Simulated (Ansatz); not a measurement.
MgO under load (space group Immm), PBEsol, rigid bands (Ansatz, a quantum-chemistry and plane-wave program). Condition of this run: uniaxial stress along [110] of -2 GPa (compression positive) (the target of the relaxation). Band gap 4.55 eV, N_c = 5.25e18 cm⁻³ and N_v = 1.31e20 cm⁻³ at 300 K, conductivity masses along x (a = (0.01, 2.11, 2.10) Å; b = (2.11, 0.01, 2.10) Å; c = (2.12, 2.12, 0.00) Å) of 0.348 mₑ (electrons) and 2.07 mₑ (holes). Take k_BT = 0.02585 eV.

Q: What thermal injection velocity √(2k_BT/πm) limits a ballistic channel along the direction named?

A: 9.12e6 cm/s for electrons and 3.74e6 cm/s for holes, a ratio of √(m_h/m_e) = 2.44, for dilute carriers.

Q: Find the intrinsic carrier density and the intrinsic Fermi level.

A: n_i = √(N_c N_v) exp(−E_g/2k_BT) = 2.62e19 × exp(−88.00) = 1.6e-19 cm⁻³. The level lies (k_BT/2) ln(N_v/N_c) = 42 meV from mid-gap (positive towards the conduction band). Each 0.1 eV added to the gap lowers n_i by a factor of 6.9.

Q: A film of it is 5 nm thick, with its normal along the direction named. Estimate the confinement energies in an infinite well.

A: ħ²π²/(2m t²) = 0.376 eV·nm²/(m/mₑ × t²) gives 43.2 meV for electrons and 7.27 meV for holes, so the gap would widen to about 4.60 eV. Finite barriers and nonparabolic bands lower this, and with several valleys or bands the heaviest mass along the normal sets the lowest level, not this average.

Rigid bands with the computed gap; masses take one relaxation time for all states. Spin-orbit coupling is left out.
